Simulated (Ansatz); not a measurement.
**VPt3 (R-3m, No. 166, 4 atoms in the cell; start mp-1216270; a measured phase of this formula has another space group): equilibrium lattice constant a by level of theory**

No measured value is used here.

```json
[
 {"level (code)": "LDA (Ansatz)", "value (Å)": "2.711"},
 {"level (code)": "PBEsol (Ansatz)", "value (Å)": "2.730"},
 {"level (code)": "r²SCAN (Ansatz)", "value (Å)": "2.745"}
]
```

The crystal itself was run without spin with LDA, PBEsol, r²SCAN; a magnetic state was not tried in these runs. Density-functional levels without +SOC have no spin–orbit coupling. LDA, PBEsol, r²SCAN: the run has no spin polarisation, so it can have missed a magnetic state. LDA, PBEsol, r²SCAN: the relaxation could not lower the start's symmetry, so the cell can be a saddle point above a distorted one. Cutoffs differ between the levels. Ansatz's density-functional and Hartree–Fock values are scalar-relativistic unless marked +SOC, with PAW data made under PBE.

A start named mp-… is a Materials Project structure, which need not be a measured phase.

Ansatz is a quantum-chemistry and plane-wave program.
